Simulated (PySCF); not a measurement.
PySCF 2.14.0, WB97X/def2-svp, df: Ga(OH)(SH)2 ([OH][Ga]([SH])[SH]), 7 atoms. The geometry is a generated start, not checked to be a minimum at this level.

- task = energy
- method = wb97x
- basis = def2-svp
- two-electron scheme = density fitting
- mol.max_memory = 3000 MB
- mf.max_cycle = 100
- mf.DIIS = CDIIS (default)
- mf.conv_tol = 1e-09 (default)
- mf.grids.level = 3 (default)
- basis functions = 97
- grid points = 102176

```xyz
7

Ga     0.0593     0.0857    -0.1913
O      1.5372    -0.7769    -0.0443
H      2.2497    -1.1117     0.4941
S     -1.2924     0.3206     1.5939
H     -0.6487    -0.6394     2.2498
S     -0.3717     0.7985    -2.2470
H     -1.5334     1.3232    -1.8553
```

With the defaults (mf.diis = true, mf.init_guess = minao, newton = off, mf.level_shift = 0, mf.diis_space = 8) it converges in 13 Fock builds. One run each on 2 threads, 1 BLAS thread, with these changes:
- mf.diis = false
- newton = Hessian by the SCF's own integrals
- mf.level_shift = 0.3 Hartree
- mf.init_guess = mod_huckel
- mf.init_guess = huckel
- mf.init_guess = atom
- mf.diis_space = 12
- mf.level_shift = 1 Hartree
- mf.init_guess = sap

Task: Name the settings that don't reach the solution of the defaults.

Result: No convergence: mf.diis = false (the run ends without SCF convergence in 100 cycles). The rest reach the solution of the defaults.

```
setting                                      Fock builds             end
-------------------------------------------  -----------  --------------
mf.init_guess = huckel                                12   same solution
mf.init_guess = mod_huckel                            12   same solution
the defaults                                          13   same solution
mf.init_guess = atom                                  13   same solution
mf.init_guess = sap                                   13   same solution
mf.diis_space = 12                                    13   same solution
mf.level_shift = 0.3 Hartree                          16   same solution
mf.level_shift = 1 Hartree                            26   same solution
newton = Hessian by the SCF's own integrals           35   same solution
mf.diis = false                                      101  no convergence
```

Under newton the count holds the products with the orbital Hessian.
